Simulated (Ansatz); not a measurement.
Functionals compared on the (210) surface of bcc Fe, ferromagnetic in its 1x1 cell, outermost plane spacing 0.63 Å in the ideal cut, in Ansatz (plane waves, PAW). The structure was relaxed with PBE; the other rows are single points on it, each with its references at the same level. Cutoff 420 eV.

Slab: 17 atoms, 10.1 Å thick at the start (thin: gaps and levels are the slab's own); k 13x6x1, smearing 0.1 eV, dipole-corrected; all atoms relaxed; held to the start's symmetry, so lower structures may exist; spin-polarised, no spin-orbit, no U. These notes are the PBE run's.

```json
[
 {"functional": "PBE", "surface energy (J/m²)": "2.63", "work function of the top face (eV)": "4.27", "magnetic moment of the cell (μB)": "40.90", "rough cost of the single point": "–"},
 {"functional": "LDA", "surface energy (J/m²)": "3.41", "work function of the top face (eV)": "4.61", "magnetic moment of the cell (μB)": "40.05", "rough cost of the single point": "roughly 20 core-minutes"},
 {"functional": "PBEsol", "surface energy (J/m²)": "3.09", "work function of the top face (eV)": "4.36", "magnetic moment of the cell (μB)": "40.95", "rough cost of the single point": "roughly 16 core-minutes"},
 {"functional": "RPBE", "surface energy (J/m²)": "(withheld)", "work function of the top face (eV)": "(withheld)", "magnetic moment of the cell (μB)": "41.44", "rough cost of the single point": "about 17 core-minutes (a rough figure)"}
]
```

**Question.** Fill in the missing entries.

**Answer.** 
- RPBE, surface energy (J/m²): 2.29
- RPBE, work function of the top face (eV): 4.11

Ansatz is a first-principles code.
